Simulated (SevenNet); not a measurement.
Double-hcp La

Method: the machine-learned potential SevenNet-0 (trained on PBE and PBE+U data).

Cell: relaxed at this level.

| Quantity | Result |
|---|---|
| equilibrium lattice constant a | 3.743 Å |
| lattice parameter c | 12.226 Å |

Measured, for comparison: lattice constant a 3.774 Å, lattice parameter c 12.171 Å (293 K, not corrected to a static lattice; as tabulated in Wikipedia's data pages). Computed (rounded) less measured: lattice constant a -0.8 %, lattice parameter c +0.5 %. A static lattice is as a rule a little smaller and stiffer than an uncorrected measurement, which narrows the difference in the lattice constant a and would widen misses of the other sign.

A machine-learned potential is trained on density-functional data: it inherits that level's misses and adds fitting errors of its own.

Note: the model's thermal expansion at 300 K is negative.
